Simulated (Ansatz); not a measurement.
Base system: Ge in the diamond structure (space group Fd-3m, No. 227).

```xyz
2
Lattice="0.0000 2.8381 2.8381 2.8381 0.0000 2.8381 2.8381 2.8381 0.0000" Properties=species:S:1:pos:R:3 pbc="T T T"
Ge     0.0000     0.0000     0.0000
Ge     1.4190     1.4190     1.4190
```

Computed with PBEsol (Ansatz, a program for electronic structure), spin-orbit coupling left out.

For the base:

- Band gap: zero

One thing is altered: every lattice vector is shortened by 3.00 %; the atoms relax in the strained cell.

### Question
What happens to the energy relative to the base, band gap and hole mass?

### Answer
The energy rises by 43 meV/atom; the band gap goes from zero to 0.35 eV; the hole mass (degenerate bands, along [100]) amounts to 0.035, 0.20, 0.20 mₑ (at Γ).

Masses are band curvatures over ±0.01 Å⁻¹ around the edge. Stability against distortions was not tested. A zero or small gap of Ge can be the functional's error rather than a property of the material.
